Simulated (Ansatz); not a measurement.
The parent structure is MoTe2 (space group P6_3/mmc, No. 194; layered, stacked along the Cartesian z axis).

```
MoTe2
1.0
    3.49664     0.00000     0.00000
   -1.74832     3.02818     0.00000
    0.00000     0.00000    13.69594
Te Mo
4 2
Direct
  0.66667   0.33333   0.38268
  0.33333   0.66667   0.88268
  0.33333   0.66667   0.61732
  0.66667   0.33333   0.11732
  0.66667   0.33333   0.75000
  0.33333   0.66667   0.25000
```

Cartesian axes are those of the cell as printed.

All numbers come from PBE-D3(BJ) (Ansatz, a first-principles code; PAW; 420 eV plane waves; no spin-orbit coupling).

For the base:

```
Item                                                    Value
-----------------------------  ------------------------------
Shortest interatomic distance                      5.133 bohr
Band gap                                              0.60 eV
Smallest direct gap                                   1.03 eV
Gap character                  indirect, Γ → K–Γ (44 % along)
```

The change: the cell is compressed by 3.00 % along z with no lateral relaxation; the atoms relax in the strained cell.

### Question
Estimate the effect on the shortest interatomic distance, band gap, smallest direct gap and gap character.

### Answer
The shortest interatomic distance decreases by 0.0133 bohr (5.133 bohr → 5.119 bohr); the band gap drops by 0.31 eV to 0.29 eV; the smallest direct gap decreases by 0.127 eV to 0.91 eV; the gap character goes from indirect, Γ → K–Γ (44 % along) to indirect, K–Γ (88 % along) → K–Γ (44 % along).

With Te present, leaving out spin-orbit coupling can change the band edges. No phonon test of stability was made. The program warned that a D3 coordination switch lies within reach, so dispersion energies are less smooth here. The zero or small gap of MoTe2 under uniaxial strain ε_zz = −3.00 % can change with the level of theory.
